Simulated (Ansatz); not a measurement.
Structures of equal composition on the (000-1) surface of 4H silicon carbide (C plane on top): (√3x√3)R30° Sb adatom at H3; (√3x√3)R30° Sb adatom at T4. The slabs share one bottom face, and each structure is named by its start. These are constructed structures in small cells; real faces may alloy, dewet or reconstruct in larger ones, and not all known structures of the face are among them. Slabs of about 11 Å with all that they carry, Fermi-Dirac smearing of 0.025 eV. Bottom of the slabs: H caps. Relaxed from the named starts with such symmetry as they have, on meshes of like density; energies extrapolated to zero smearing; no spin-orbit coupling, no U. Spin-polarised runs, if any, are marked in brackets, and their order is one that fits the cell; the others ran without spin. Where a second, spin-polarised start was run, the lower counts.

Host crystal: 4H silicon carbide, with a band gap (PBE, scalar-relativistic without spin-orbit coupling).

These are HSE06, at the PBE geometry (plane waves to 420 eV, PAW; Ansatz, a first-principles code) values and carry that method's errors.

Problem. Order them by energy per 1x1 cell (lowest first) at the level HSE06, at the PBE geometry.

Solution. (√3x√3)R30° Sb adatom at T4 (0.000 eV), (√3x√3)R30° Sb adatom at H3 (0.076 eV)
